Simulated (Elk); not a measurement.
A self-consistent single point of HfH2 (I4/mmm, 3 atoms in the cell) with Elk.

Method of the run: LDA (PW92), all-electron FP-LAPW, Elk's shipped species files, APW+lo basis with extra local orbitals run with Elk.

```
CELL_PARAMETERS angstrom
     -1.73070     1.73070     2.14480
      1.73070    -1.73070     2.14480
      1.73070     1.73070    -2.14480
ATOMIC_POSITIONS crystal
  Hf 0.00000 0.00000 0.00000
  H  0.25000 0.75000 0.50000
  H  0.75000 0.25000 0.50000
```

Reference input (self-consistent single point, DFT, PBEsol, all-electron FP-LAPW, Elk's shipped species files, APW+lo basis with extra local orbitals): xctype = 22; rgkmax = 8; stype = 0; swidth = 0.00499791 Ha; ngridk = 9 9 9; tforce = true; gmaxvr = 18 1/bohr; lmaxapw = 10; lmaxo = 8; nxlo = 2; lorbcnd = true; lradstp = 2. This run's input differs from it in these lines:

```diff
@@ -4,3 +4,3 @@
 xctype
-  22
+  3
```

Log, with long lists cut:

```
│ Self-consistent loop started │
│ Loop number : 1 │
 total energy                :     -15085.6265119
│ Loop number : 2 │
 total energy                :     -15085.9969168
RMS change in Kohn-Sham potential (target) :   0.9860178720E-01 (  0.1000000000E-05)
Absolute change in total energy (target)   :   0.3704049100     (  0.1000000000E-03)
│ Loop number : 3 │
 total energy                :     -15086.2387786
RMS change in Kohn-Sham potential (target) :   0.9553163840E-01 (  0.1000000000E-05)
Absolute change in total energy (target)   :   0.3344630103     (  0.1000000000E-03)
│ Loop number : 4 │
   [... lines left out ...]
Absolute change in total energy (target)   :   0.4277061616E-03 (  0.1000000000E-03)
│ Loop number : 13 │
 total energy                :     -15090.0335814
RMS change in Kohn-Sham potential (target) :   0.6317880634E-07 (  0.1000000000E-05)
Absolute change in total energy (target)   :   0.1713619513E-03 (  0.1000000000E-03)
│ Loop number : 14 │
 total energy                :     -15090.0335689
RMS change in Kohn-Sham potential (target) :   0.2253246152E-07 (  0.1000000000E-05)
Absolute change in total energy (target)   :   0.3032787026E-04 (  0.1000000000E-03)
Convergence targets achieved

│ Loop number : 15 │

Energies :
 Fermi                       :     0.434501196242
 total energy                :     -15090.0335750

Density of states at Fermi energy :    18.81755235
 (states/Hartree/unit cell)

Estimated indirect band gap :   0.1978394574E-02
 from k-point     29 to k-point     48
Estimated direct band gap   :   0.1237022955E-01
 at k-point     53

Charges :
 core                        :    46.00000000
 valence                     :    28.00000000
 interstitial                :    3.073367527
 muffin-tins (core leakage)
  species :    1 (Hf)
   atom    1                 :    69.56428192     (  0.6931035564E-05)
  species :    2 (H)
   atom    1                 :   0.6811752777     (   0.000000000    )
   atom    2                 :   0.6811752777     (   0.000000000    )
   [... lines left out ...]
   total force               :     0.00000000    0.00000000    0.00000000
   total magnitude           :     0.00000000
  atom :    2
   Hellmann-Feynman          :     0.00000000    0.00000000    0.00000000
   IBS                       :    -0.00000000    0.00000000   -0.00000000
   total force               :    -0.00000000    0.00000000    0.00000000
   total magnitude           :     0.00000000
```

The run converged in 15 iterations. The count includes the last loop, which Elk runs after its targets are met. 

The starting cell comes from a database of computed structures (which also holds hypothetical and non-ambient phases and stackings), without a prior relaxation at this level. Spin-orbit coupling is off. Values depend on the basis (sphere radii, cutoffs, local orbitals), which need not be converged. The log's line on a gap gives a spacing of levels on this mesh, which the program prints for metals too.

Cost on one core of a shared machine: roughly 3 min.
